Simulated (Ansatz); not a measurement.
Worked example: self-consistent single point of ZrOs (P4mm, 2 atoms in the cell) in Ansatz (a program for electronic structure).

Method of the run: PBEsol, default PAW files made with PBE (plane waves; Ansatz).

```yaml
crystal:
  lattice:
    - [3.28632, 0.00000, 0.00000]
    - [0.00000, 3.28632, 0.00000]
    - [0.00000, 0.00000, 3.28632]
  atoms:
    - { symbol: Zr, position: [0.50000, 0.50000, 0.51521] }
    - { symbol: Os, position: [0.00000, 0.00000, 0.00000] }
```

Reference input (self-consistent single point, DFT, PBEsol, plane waves, default PAW files made with PBE): basis.ecutwfc = 30.9 Ry; kpoints.mp_grid.grid = 10 10 10; hamiltonian.xc = pbesol; hamiltonian.pseudopotentials = {kind: paw} (the program's default PAW files); scf.occupations.method = gaussian; scf.occupations.width = 0.0073 Ry. This run's input differs from it in these lines:

Ansatz 0.2 input:
```diff
@@ -9,3 +9,3 @@
 basis:
-  ecutwfc: 30.9 Ry
+  ecutwfc: 16.9 Ry
 kpoints:
```

Log, with long lists cut:

```
SCF iter   1: F=—  HF=-15377.964048 eV  |F-HF|=—  |Δ(HF+E_count)|=         —  Δρ=3.93e-2  dr2=3.75e-1  ethr=1.77e-3  ⟨swp⟩=4.0  Hψ=8717  notcnv=0
all-band conjugate gradients solve this SCF's bands
preconditioner: auto → none
SCF iter   2: F=—  HF=-15377.848854 eV  |F-HF|=—  |Δ(HF+E_count)|=   1.15e-1  Δρ=1.44e-2  dr2=3.15e-2  ethr=1.34e-3  ⟨swp⟩=3.0  Hψ=5435  notcnv=0  defer=9
   [... lines left out ...]
SCF iter   4: F=—  HF=-15377.839985 eV  |F-HF|=—  |Δ(HF+E_count)|=   4.17e-5  Δρ=4.28e-4  dr2=3.46e-5  ethr=3.46e-6  ⟨swp⟩=2.0  Hψ=3949  notcnv=0  defer=9
SCF iter   5: F=—  HF=-15377.839894 eV  |F-HF|=—  |Δ(HF+E_count)|=   9.15e-5  Δρ=1.07e-4  dr2=7.27e-6  ethr=1.24e-7  ⟨swp⟩=2.1  Hψ=3266  notcnv=0  defer=9
SCF iter   6: F=—  HF=-15377.839892 eV  |F-HF|=—  |Δ(HF+E_count)|=   2.38e-6  Δρ=2.91e-5  dr2=1.12e-7  ethr=2.59e-8  ⟨swp⟩=2.0  Hψ=3202  notcnv=0  defer=9
SCF iter   7: F=-15377.839892 eV  HF=-15377.839892 eV  |F-HF|=1.82e-12  |Δ(HF+E_count)|=   4.06e-8  Δρ=1.25e-6  dr2=2.29e-10  ethr=3.57e-10  ⟨swp⟩=3.2  Hψ=6294  notcnv=0
SCF 1 converged in 7 iterations: F = -15377.839892 eV  dr2 = 2.29e-10
Free energy (F): -15377.839892 eV
Internal energy: -15377.839061 eV  (E = F + TS)
E sigma→0 (E₀):  -15377.839477 eV
Entropy (-TS):   -0.000830 eV (-0.415 meV/atom)
Fermi energy:    19.259664 eV
--- Forces (eV/Å), atoms counted from 1 ---
  atom   1  Zr     0.00000000     0.00000000    -0.42554773
  atom   2  Os    -0.00000000     0.00000000     0.42554195
--- Stress (GPa, compression-positive) ---
       -6.486425       0.000000       0.000000
        0.000000      -6.486425       0.000000
        0.000000       0.000000      -6.569038
  P = ⅓ Tr σ = -6.5140 GPa (-65.140 kbar)
  The stress holds the Pulay correction. Without it, at fixed plane waves, as pw.x and ABINIT print it: P = -80.4544 GPa
```

The run converged in 7 iterations. Against the reference run the free energy rises by 1.44 eV/atom, the pressure goes from -7.62 to -6.51 GPa and the largest force goes from 0.346 to 0.426 eV/Å.

The starting cell comes from a database of computed structures (which also holds hypothetical and non-ambient phases and stackings), without a prior relaxation at this level. Its lattice was rescaled by up to half a per cent. One atom was moved a little off its site on purpose. Spin polarisation is off. Ansatz's pressure includes its estimate of the finite-basis (Pulay) stress. Without the estimate this run gives -80.45 GPa. The cutoff lies below the one recommended for these files.
